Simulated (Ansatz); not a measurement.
Base system: Si in the diamond structure (space group Fd-3m, No. 227; a = 5.444 Å). Axes: x, y, z lie along the cube axes.

Modification: the cell is stretched by 3.83 % along z with no lateral relaxation, atoms relaxed at fixed cell.

All numbers come from r2SCAN (Ansatz, a program for electronic structure; PAW; 500 eV plane waves; no spin-orbit coupling).

Give the band edges at the high-symmetry points of the new zone, measured from its valence-band maximum.


| point | valence edge (eV) | conduction edge (eV) |
|---|---|---|
| Γ | 0.00 | 2.58 |
| X | -3.08 | 0.79 |
| P | -3.93 | 4.20 |
| N | -1.14 | 1.55 |
| M | -2.80 | 1.10 |
| S | -2.29 | 1.67 |
| S₀ | -2.29 | 1.67 |
| R | -3.94 | 4.26 |
| G | -3.94 | 4.26 |

The gap is 0.63 eV, indirect, Γ → Γ–X (80 % along).

The cells carry an imposed strain or load. Stability against distortions was not tested. k-point labels follow each cell's own Brillouin zone.
